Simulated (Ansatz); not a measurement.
**How far PBE and PBEsol part for SrTiO3**

Consider SrTiO$_{3}$ in the cubic perovskite structure (space group Pm-3m, No. 221; a = 3.9365 Å).

(Cell as relaxed with PBE.)

Levels (all Ansatz, a first-principles code, PAW): PBE (420 eV, spin-orbit coupling left out); PBEsol (420 eV, no spin-orbit coupling).

Each level relaxes its own structure.

| quantity | PBE | PBEsol |
|---|---|---|
| volume per atom | 12.20 Å³ | 11.78 Å³ |
| lattice parameter a | 3.936 Å | 3.891 Å |
| band gap | 1.84 eV | 1.85 eV |
| gap character | indirect, R → Γ | indirect, R → Γ |

PBE's volume per atom lies 0.42 Å³ above PBEsol's (3.5 %); PBE's lattice parameter a lies 0.045 Å above PBEsol's (1.2 %); PBE's band gap lies 0.01 eV below PBEsol's; the two agree on the gap character. Neither level is exact; PBEsol is the comparison here, not a measurement.

No phonon test of stability was made. The final runs are not spin-polarised. Many cubic perovskites are stable only at high temperature; tilts and polar distortions were not tested.
